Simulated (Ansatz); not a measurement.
The reference is ZnSiP$_{2}$ in the chalcopyrite structure (space group I-42d, No. 122; a = 5.419 Å, c = 10.540 Å). Axes: x, y, z lie along a, b, c of the conventional cell.

Calculations: Ansatz (an electronic-structure program) PBE, without spin-orbit coupling.

Strains are applied to the cell and any free atomic positions relax; under biaxial strain the out-of-plane vector relaxes too.

One change was made to it. Results:

The pressure (mean of the normal stresses, compression positive) goes from zero to -18.6 kbar; the band gap falls by 0.214 eV to 1.14 eV; the valence-band top at Γ (three highest levels, from the VBM) goes from 0.00, -0.13, -0.13 eV to 0.00, -0.31, -0.31 eV.

### Question
Name the change that was made.
(A) biaxial strain +1.50 %, plane normal [001], relaxed out of plane
(B) biaxial strain +3.00 %, plane normal [001], relaxed out of plane
(C) biaxial strain +2.25 %, plane normal [001], relaxed out of plane

### Answer
C, biaxial strain +2.25 %, plane normal [001], relaxed out of plane. For comparison, the band gap in the other runs: biaxial strain +3.00 %, plane normal [001], relaxed out of plane gives 1.08 eV; biaxial strain +1.50 %, plane normal [001], relaxed out of plane gives 1.21 eV.

No phonon test of stability was made.
